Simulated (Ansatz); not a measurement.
An Ansatz (a first-principles code) run: Hf with a change (tensor shear ε_xz = −1.12 %); Ansatz, PBEsol, PAW, cutoff 420 eV, no spin-orbit coupling, earlier PAW set.

Input:

Ansatz 0.2 input:
```yaml
crystal:
  lattice:
    - [3.1580119586, 0, -0.0353697339]
    - [-1.5790059793, 2.7349185816, 0.017684867]
    - [-0.0560490796, 0, 5.0043821111]
  atoms:
    - { symbol: Hf, position: [0.3333333333, 0.6666666667, 0.75] }
    - { symbol: Hf, position: [0.6666666667, 0.3333333333, 0.25] }
basis: { ecutwfc: 420, ecutrho_ratio: 4, xc_grid: 2, fft_grid_basis: typed }
kpoints: { mp_grid: { grid: [21, 21, 12] } }
hamiltonian:
  xc: pbesol
  dispersion: none
  pseudopotentials: { azcp: { folder: ./paw }, kind: paw }
scf: { occupations: { method: fermi_dirac, width: 0.1 }, convergence: { dr2_threshold: 0.0000000002 } }
relax: { f_tol: 0.005, max_steps: 50 }
output: { forces: true, stress: true }
checkpoint: { write: state.ck, write_every: 1000 }
```

Output (explanatory and most iteration lines left out):

```
Relaxation: its limit of steps is 50 (relax.max_steps)
Pseudopotential: Hf, paw, valence charge 26
Crystal: 2 atoms, lattice volume = 43.217 Å³
Basis set: ecut = 420 eV, 837 PW (Γ), exchange–correlation on 48×48×72 points (8 copies of the dense FFT grid, shifted against one another)
Bands: 32, of which v1, the nominal top of the filled ones, is band 26 counted from 1 (25 counted from 0)
Symmetry: 4 space group operations
Space group: C2/c (ITA 15), of the structure as read, at distance tolerance 3.5e-5 Å
k-points: 1397 of 5292
Functional: x = pbesol(κ = 0.804, μ = 0.12345679012345678), c = pbesol(β = 0.046)
SCF iter   1: F=—  HF=-31197.874326 eV  |F-HF|=—  |Δ(HF+E_count)|=         —  Δρ=3.59e-2  dr2=6.66e-1  ethr=3.10e-3  ⟨swp⟩=5.4  Hψ=157538  notcnv=0
SCF iter   2: F=—  HF=-31197.727724 eV  |F-HF|=—  |Δ(HF+E_count)|=   1.47e-1  Δρ=2.25e-2  dr2=2.57e-1  ethr=1.28e-3  ⟨swp⟩=3.0  Hψ=89614  notcnv=0
SCF 1 converged in 10 iterations: F = -31197.628281 eV  dr2 = 1.56e-11
relax step   1: F+E_penalty+E_count = -31197.62828149 eV  Δ(F+E_penalty+E_count) = +0.000e0 eV  max|allowed force component| = 2.603e-3 eV/Å  Δτ_max = 0.0000 Å  (10 SCF iters, accepted)
SCF converged after 10 iterations
Free energy (F): -31197.628281 eV
Internal energy: -31197.572407 eV  (E = F + TS)
E sigma→0 (E₀):  -31197.600344 eV
Entropy (-TS):   -0.055875 eV (-27.937 meV/atom)
Fermi energy:    18.684910 eV
--- Forces (eV/Å), atoms counted from 1 ---
  atom   1  Hf    -0.00000000     0.00260316     0.00000000
  atom   2  Hf     0.00000000    -0.00260316    -0.00000000
--- Stress (GPa, compression-positive) ---
        0.026999      -0.000000       1.087536
       -0.000000      -0.031054      -0.000000
        1.087536      -0.000000       0.040131
  P = ⅓ Tr σ = 0.0120 GPa (0.120 kbar)
--- Relaxed structure (1 steps of the walk, 1 accepted, 0 SCFs on fresh bases) ---
  atoms:
    - { symbol: Hf, position: [0.33333333334999987, 0.6666666666999999, 0.7499999999999998] }
    - { symbol: Hf, position: [0.6666666666499997, 0.3333333332999999, 0.24999999999999994] }
```

The cells carry an imposed strain or load. No phonon test of stability was made. The final runs are not spin-polarised. The cell was made from Hf in the hcp (Mg type) structure (space group P6_3/mmc, No. 194) by this change: tensor shear ε_xz = −1.12 %.
